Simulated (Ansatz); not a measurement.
Density of states of TlBr (Pm-3m) below the valence band maximum, PBEsol+D3BJ with spin-orbit coupling, rigid bands in Ansatz (a first-principles code); cell volume 56.7 Å³.

| energy from edge (eV) | 10⁻³ states/eV/cell |
|---|---|
| 0.006 | 12.5 |
| 0.031 | 31.3 |
| 0.056 | 45.2 |
| 0.081 | 58.6 |
| 0.106 | 72.1 |
| 0.131 | 87.3 |
| 0.156 | 102 |
| 0.181 | 120 |
| 0.206 | 140 |
| 0.231 | 161 |
| 0.256 | 186 |
| 0.281 | 217 |
| 0.319 | 274 |
| 0.344 | 327 |
| 0.369 | 394 |
| 0.394 | 487 |
| 0.419 | 997 |
| 0.444 | 2390 |
| 0.469 | 2470 |
| 0.494 | 2500 |
| 0.519 | 2430 |
| 0.544 | 1830 |
| 0.569 | 1610 |
| 0.594 | 1470 |

What effective density of states at 300 K does this give (∫ g(E) exp(−E/k_BT) dE, both spins, divided by the cell's size)?

1.2e19 cm⁻³, a density-of-states mass of 0.61 mₑ, valleys and band degeneracy included.

Geometry: cell and atoms relaxed with PBEsol+D3(BJ).
